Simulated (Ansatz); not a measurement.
HoPt₃ (Pm-3m, No. 221) was calculated with r²SCAN (PAW; Ansatz, a program for electronic structure).

Numerical settings: plane-wave cutoff 500 eV, 14×14×14 k mesh, Fermi–Dirac smearing 0.1 eV, spin-polarised start, scalar-relativistic PAW data made under PBE.

Computed at the level's own relaxed cell.

Give the computed volume per atom and lattice parameter a.


- volume per atom = 17.07 Å³/atom
- lattice parameter a = 4.087 Å

Note: the magnetic order was assumed, not searched for or taken from measurement; the 4f shell is treated without U or exact exchange, so its levels and filling can be wrong.

Spin–orbit coupling is not included.

The computed numbers hold no vibrational or temperature effects.

Computing time: around 7 core-minutes (rough).
